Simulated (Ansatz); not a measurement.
(Ti,W)N: TiWN$_{2}$

A 16-atom cell of (Ti,W)N started in the rock salt structure, site fractions Ti 0.500, W 0.500, short-range order -0.17 among the nearest mixed sites of the first mixed sublattice (0 is random, a negative value favours unlike neighbours), space group Imma at the end, an ordered arrangement that its symmetry holds.

Calculation: PBE (plane waves to 420 eV, PAW; Ansatz, a first-principles code). Scalar-relativistic, without spin–orbit coupling; the runs are not spin-polarised; with elements this heavy it can move edges by tenths of an eV. Its k-point mesh 5×5×5, Fermi–Dirac width 0.05 eV.

| Item | Value |
|---|---|
| volume per atom | 9.90 Å³ |
| N–W bonds (within 1.22 times the sum of covalent radii) | 2.162 Å on average, from 2.147 to 2.179 (24) |
| N–Ti bonds (within 1.22 times the sum of covalent radii) | 2.132 Å on average, from 2.117 to 2.149 (24) |

```
CELL_PARAMETERS angstrom
      0.01534     4.29302     4.29635
      4.29302     0.01534     4.29635
      4.30836     4.30836     0.00000
ATOMIC_POSITIONS crystal
  W  0.00000 0.00000 0.00000
  Ti 0.00000 0.00000 0.50000
  Ti 0.00000 0.50000 0.00000
  W  0.00000 0.50000 0.50000
  W  0.50000 0.00000 0.00000
  Ti 0.50000 0.00000 0.50000
  W  0.50000 0.50000 0.00000
  Ti 0.50000 0.50000 0.50000
  N  0.24639 0.24639 0.25361
  N  0.25361 0.25361 0.74639
  N  0.25000 0.75000 0.25685
  N  0.25000 0.75000 0.74317
  N  0.75000 0.25000 0.25683
  N  0.75000 0.25000 0.74315
  N  0.74639 0.74639 0.25361
  N  0.75361 0.75361 0.74639
```
